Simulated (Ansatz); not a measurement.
**Fermi-surface data of Ir (I4/mmm)**

Input:

```yaml
crystal:
  lattice:
    - [0.00000, 1.91227, 1.92193]
    - [1.91227, 0.00000, 1.92193]
    - [1.91227, 1.91227, 0.00000]
  atoms:
    - { symbol: Ir, position: [0.00000, 0.00000, 0.00000] }
```

Level of theory: PBEsol, rigid bands (plane waves, PAW, scalar-relativistic; Ansatz, a quantum-chemistry and plane-wave program). Condition of this run: uniaxial stress zz = -2 GPa (compression positive) (the target of the relaxation). How the cell was made: cell and atoms relaxed with PBEsol, then loaded as said.

- density of states at the Fermi level: 0.887 states/(eV·cell), both spins
- bare Sommerfeld coefficient: 2.1 mJ/(mol of atoms·K²)
- Drude plasma energy: 10.7 eV
- root-mean-square Fermi velocity: 8.4e5 m/s
- resistivity times τ: 4.2 ×10⁻²² Ω·m·s
- resistivity times mean free path: 3.7 ×10⁻¹⁶ Ω·m²

A metal at this level (no band gap); rigid bands, thermally averaged at 300 K, both spins. Spin-orbit coupling is left out, which matters with elements this heavy. τ is one relaxation time for all states; the product of resistivity and mean free path takes one path for all states instead.
